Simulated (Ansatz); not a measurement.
Effect of biaxial strain −2.41 %, plane normal [001], relaxed out of plane on hypothetical P-3m1 La2S3

Consider La₂S₃ (space group P-3m1, No. 164; a = 4.622 Å, c = 6.906 Å; a hypothetical phase, not in the database extracts checked). Axes: x lies along a and z along c of the hexagonal cell.

Now apply this change: biaxial strain −2.41 %, plane normal [001], relaxed out of plane (Cartesian); in-plane vectors clamped, the third vector and the atoms free.

Method: PBEsol/PAW in Ansatz (an electronic-structure program), no spin-orbit coupling. Settings: 8×8×5 k-points, 0.05 eV Fermi–Dirac smearing.

The volume per atom falls by 0.20 Å³, from 25.55 Å³ to 25.35 Å³ and the space group remains P-3m1 (No. 164). The shortest interatomic distance drops by 0.033 Å (2.778 Å → 2.745 Å) and the pressure (mean of the normal stresses, compression positive) goes from zero to 1.36 GPa. The band gap drops by 0.09 eV (2.11 eV → 2.02 eV) and the gap character goes from direct at Γ to indirect, Γ → M. The valence-band top at Γ (three highest levels, from the VBM) goes from 0.00, -0.58, -0.58 eV to 0.00, -0.72, -0.72 eV and the out-of-plane strain amounts to +4.16 %. The ratio −ε⊥/ε∥ amounts to 1.73 and the mean in-plane stress (compression positive) comes out as +2.0 GPa.

No phonon test of stability was made.
